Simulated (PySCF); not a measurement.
Rock-salt NaH: PBE at its full settings () and at cheaper ones, in a cell of 2 atoms.

```json
[
 {"level and setting": "PBE (PySCF)", "lattice parameter a (Å)": "4.856", "bulk modulus (GPa)": "23.0"},
 {"level and setting": "PBE/GTH-DZVP (2×2×2 k mesh) (PySCF)", "lattice parameter a (Å)": "4.967", "bulk modulus (GPa)": "19.9"},
 {"level and setting": "PBE/GTH-SZV (2×2×2 k mesh) (PySCF)", "lattice parameter a (Å)": "4.782", "bulk modulus (GPa)": "28.3"}
]
```

Largest shifts from the full settings: lattice constant a +2.29 % (PBE/GTH-DZVP (2×2×2 k mesh)), against a difference of -0.33 % of the full result from the reference 4.872 Å (measured, room temperature, no zero-point or thermal correction, our sources range from 4.872 to 4.880; as tabulated in Thermodynamic Modeling of Hydrogen Storage Capacity in Mg-Na Alloys); bulk modulus +23 % (PBE/GTH-SZV (2×2×2 k mesh)), against a difference of +18.6 % of the full result from the reference 19.4 ± 2 GPa (measured, room temperature, not corrected to a static lattice; as tabulated in High-pressure studies of NaH to 54 GPa).

The full settings aren't shown to be converged themselves.

Run with cheap settings on purpose, which may leave them unconverged: PBE/GTH-DZVP (2×2×2 k mesh), PBE/GTH-SZV (2×2×2 k mesh).
